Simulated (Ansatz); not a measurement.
The parent structure is RbGeF₃ in the cubic perovskite structure (space group Pm-3m, No. 221; a hypothetical phase, not in the database extracts checked).

```
RbGeF3
1.0
    4.49084     0.00000     0.00000
    0.00000     4.49084     0.00000
    0.00000     0.00000     4.49084
Rb Ge F
1 1 3
Direct
  0.00000   0.00000   0.00000
  0.50000   0.50000   0.50000
  0.00000   0.50000   0.50000
  0.50000   0.50000   0.00000
  0.50000   0.00000   0.50000
```

Cartesian axes are those of the cell as printed.

All numbers come from PBE in Ansatz (plane waves to 420 eV, PAW, no spin-orbit coupling).

Now apply this change: the cell is compressed by 2.99 % along x with no lateral relaxation, atoms relaxed at fixed cell.

Q: Predict the stress tensor and what it implies for the stiffness.

A: Stress of the strained cell less that of the base (GPa, compression positive):
```
   3.11    0.00    0.00
   0.00    1.00    0.00
   0.00    0.00    1.00
```

Then −Δσ_ii/ε with ε = -0.0299 gives secant stiffness values (nonlinear terms included at this strain): C11 ≈ 104 GPa, C12 ≈ 33 GPa and C13 ≈ 33 GPa.

As a check, the harmonic strain energy −½ V₀ Δσ:ε is 5.3 meV/atom; the computed energy rise is 5.0 meV/atom.

Whether these cells are dynamically stable was not tested. Many cubic perovskites are stable only at high temperature; tilts and polar distortions were not tested.

Ansatz is an electronic-structure program.
